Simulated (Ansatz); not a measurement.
The parent structure is ZnSiP2 in the chalcopyrite structure (space group I-42d, No. 122; a = 5.306 Å, c = 10.380 Å). Axes: x, y, z lie along a, b, c of the conventional cell.

The values are results of LDA, PAW, 420 eV (Ansatz, a quantum-chemistry and plane-wave program; no spin-orbit coupling), not measurements.

Before the change:

* **Smallest direct gap**: 1.11 eV
* **Width of the top valence band**: 1.35 eV
* **Gap character**: direct at Γ

Now apply this change: compressive biaxial strain of 1.50 % in the plane normal to [001], as in epitaxy on a mismatched substrate; the out-of-plane cell vector and the atoms relax.

### Question
What happens to the smallest direct gap?

### Answer
The smallest direct gap grows by 0.16 eV to 1.27 eV.

### Question
Predict the new width of the top valence band.

### Answer
The width of the top valence band falls by 0.058 eV (1.35 eV → 1.30 eV).

### Question
How does this affect the energy relative to the base?

### Answer
The energy increases by 4.0 meV/atom.

### Question
What does the calculation give for the gap character after the change?

### Answer
The gap character goes from direct at Γ to indirect, Γ → M–S (33 % along).

Stability against distortions was not tested.
